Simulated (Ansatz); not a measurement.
We consider Mg3Ir (P6₃/mmc, No. 194, 8 atoms in the cell; start mp-30739), described by LDA (plane waves, PAW; Ansatz, an electronic-structure program).

Numerical settings: plane-wave cutoff 520 eV, 18×18×8 k mesh (along the axes of the cell as run), Fermi–Dirac smearing 0.05 eV, no spin polarisation, scalar-relativistic PAW data made under PBE.

Cell (relaxed at this level):

```
IrMg3
1.0
    4.48819     0.00000     0.00000
   -2.24410     3.88689     0.00000
    0.00000     0.00000     8.10672
Mg Ir
6 2
Cartesian
  0.00000   0.00000   2.02668
  0.00000   0.00000   6.08004
  0.00000   2.59126   4.68652
  2.24410   1.29563   3.42020
  2.24410   1.29563   0.63316
  0.00000   2.59126   7.47356
  0.00000   2.59126   2.02668
  2.24410   1.29563   6.08004
```

Question: Give the computed bulk modulus B0.

Answer: 
- bulk modulus B0 = 87.9 GPa

Note: the run has no spin polarisation, so it can have missed a magnetic state; the bulk modulus is −V dP/dV from two relaxed cells at ±2 % in volume; the relaxation could not lower the start's symmetry, so the cell can be a saddle point above a distorted one.

Spin–orbit coupling is not included.

Static lattice: no zero-point or thermal effects.

A start named mp-… is a Materials Project structure, which need not be a measured phase.
